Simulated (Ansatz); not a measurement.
We consider GeS (model structure, started from the NiAs type, P6₃/mmc, No. 194, 4 atoms in the cell), described by LDA in Ansatz (plane waves, PAW).

Numerical settings: plane-wave cutoff 520 eV, 18×18×10 k mesh (along the axes of the cell as run), Fermi–Dirac smearing 0.05 eV, scalar-relativistic PAW data made under PBE.

Cell (relaxed at this level):

```cif
data_Ge2S2
_chemical_formula_sum 'Ge2 S2'
_space_group_name_H-M_alt 'P 1'
_space_group_IT_number 1
_cell_length_a 3.62473
_cell_length_b 3.62473
_cell_length_c 6.65968
_cell_angle_alpha 90.000
_cell_angle_beta 90.000
_cell_angle_gamma 120.000
loop_
_space_group_symop_operation_xyz
  'x, y, z'
loop_
_atom_site_label
_atom_site_type_symbol
_atom_site_fract_x
_atom_site_fract_y
_atom_site_fract_z
_atom_site_occupancy
Ge1 Ge 0.00000 0.00000 0.00000 1
Ge2 Ge 0.00000 0.00000 0.50000 1
S1 S 0.33333 0.66667 0.25000 1
S2 S 0.66667 0.33333 0.75000 1
```

Question: Estimate the bulk modulus B0 that the calculation returns.

Answer: 
- bulk modulus B0: 60.7 GPa

The run finds no gap.

Note: the bulk modulus is −V dP/dV from two relaxed cells at ±2 % in volume; the relaxation could raise the start's symmetry but not lower it, so the cell can be a saddle point.

The computed numbers hold no vibrational or temperature effects.

A model structure was made by putting elements into a prototype or built by hand; it is no filed structure, need not be a known phase, and can be a saddle point held by its symmetry.

Ansatz is a first-principles code.
